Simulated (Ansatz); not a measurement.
We consider HfPbO₃ (Pm-3m, No. 221, 5 atoms in the cell; start mp-22535), described by PBEsol+SOC (Ansatz, a program for electronic structure, plane waves, PAW).

Run with plane-wave cutoff 520 eV, 8×8×8 k mesh, Fermi–Dirac smearing 0.01 eV, PAW data made under PBE.

Cell (relaxed with PBEsol):

HfPbO3 is modelled in the cubic space group Pm-3m (No. 221), the cubic perovskite structure, Pearson symbol cP5. Lattice parameters: a = b = c = 4.1190 Å, α = β = γ = 90.00°. Hf on 1b has 6 O at 2.059 Å (octahedral). Pb on 1a sees no neighbour by this rule. O on 3c is coordinated by 2 Hf at 2.059 Å (linear). (Neighbours: up to the widest gap in distance over summed covalent radii, below 1.35, at either atom; cation-cation and far metal-metal contacts left out.)

### Question
What does this level give for the band gap and direct gap at Γ?

### Answer

- band gap: 2.02 eV (direct)
- direct gap at Γ: 4.34 eV

The computed numbers hold no vibrational or temperature effects.

The result took roughly 2.8 core-minutes.

A start named mp-… is a Materials Project structure, which need not be a measured phase.
